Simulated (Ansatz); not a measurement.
Base system: TiO2 in the anatase structure (space group I4_1/amd, No. 141; a = 3.7988 Å, c = 9.7008 Å). Axes: x, y, z lie along a, b, c of the conventional cell.

Method: PBE, PAW, 420 eV (Ansatz, a program for electronic structure; no spin-orbit coupling).

For the base:

Width of the top valence band: 0.84 eV
Band gap: 2.13 eV

Modification: uniaxial stress, 5 GPa tension along z, with the cell and atoms free to relax against it.

Question: What happens to the width of the top valence band, band gap, strain response and energy relative to the base?

Answer: The width of the top valence band drops by 0.18 eV to 0.66 eV; the band gap increases by 0.20 eV, from 2.13 eV to 2.33 eV; the strain response (xx, yy, zz) amounts to (−1.55, −1.55, +5.09) %; the energy goes up by 9.2 meV/atom.

Stability under load was not tested beyond the relaxation. The final runs are not spin-polarised.
